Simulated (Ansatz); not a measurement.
Reference: C (P6_3/mmc), r2SCAN, rigid bands (plane waves, PAW, scalar-relativistic; Ansatz, an electronic-structure program); axes and stresses refer to this cell.

```yaml
crystal:
  lattice:
    - [2.49882, 0.00000, 0.00000]
    - [-1.24941, 2.16404, 0.00000]
    - [0.00000, 0.00000, 4.16086]
  atoms:
    - { symbol: C, position: [0.33333, 0.66667, 0.00030] }
    - { symbol: C, position: [0.66667, 0.33333, 0.50030] }
    - { symbol: C, position: [0.33333, 0.66667, 0.37470] }
    - { symbol: C, position: [0.66667, 0.33333, 0.87470] }
```

* **Seebeck coefficient, p-type 1e19 cm⁻³**: 269 μV/K
* **electron mass along x**: 0.46 mₑ
* **electron mass along z**: 0.27 mₑ

```tsv
Change	Seebeck coefficient, p-type 1e19 cm⁻³	electron mass along x	electron mass along z
hydrostatic pressure of -11 GPa (compression positive)	270 μV/K	0.47 mₑ	0.27 mₑ
hydrostatic pressure of 11 GPa (compression positive)	___	0.46 mₑ	0.26 mₑ
hydrostatic pressure of 22 GPa (compression positive)	266 μV/K	___	0.26 mₑ
hydrostatic pressure of 44 GPa (compression positive)	264 μV/K	0.44 mₑ	___
uniaxial stress along c of -11 GPa (compression positive)	270 μV/K	0.46 mₑ	0.27 mₑ
uniaxial stress along c of 11 GPa (compression positive)	___	0.46 mₑ	0.26 mₑ
```

Task: Some entries are withheld; supply them.

Result: 
- hydrostatic pressure of 11 GPa (compression positive), Seebeck coefficient, p-type 1e19 cm⁻³: 267 μV/K
- hydrostatic pressure of 22 GPa (compression positive), electron mass along x: 0.45 mₑ
- hydrostatic pressure of 44 GPa (compression positive), electron mass along z: 0.26 mₑ
- uniaxial stress along c of 11 GPa (compression positive), Seebeck coefficient, p-type 1e19 cm⁻³: 267 μV/K

Masses are for dilute carriers at 300 K, harmonic means over directions unless an axis is named. Seebeck coefficients are for the stated density at 300 K, with one relaxation time for all states and whether or not that doping can be reached. Spin-orbit coupling is left out unless a row names it. Stresses and pressures are the targets of the relaxation.  The structure type is held under load, also where the real crystal would transform.
